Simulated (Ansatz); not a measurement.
Consider BP in the zinc blende structure (space group F-43m, No. 216; a = 4.520 Å). Axes: x, y, z lie along the cube axes.

It is then changed as follows: the symmetric strain tensor [0.0135 -0.0129 -0.0030; -0.0129 0.0035 0.0135; -0.0030 0.0135 -0.0026], atoms relaxed at fixed cell.

Method: Kohn–Sham DFT with the PBEsol functional, run in Ansatz (a quantum-chemistry and plane-wave program) with PAW and 420 eV plane waves, spin-orbit coupling left out.

Give the band edges at the high-symmetry points of the new zone, measured from its valence-band maximum.


```
point  valence edge (eV)  conduction edge (eV)
-----  -----------------  --------------------
Γ                   0.00                  2.81
X                  -1.92                  3.49
Y                  -1.62                  3.88
Z                  -1.80                  3.37
R                  -2.01                  3.19
T                  -3.98                  0.98
U                  -4.27                  1.03
V                  -4.17                  0.81
```

The gap is 0.79 eV, indirect, Γ → Γ–V (89 % along).

Stability against distortions was not tested. k-point labels follow each cell's own Brillouin zone.
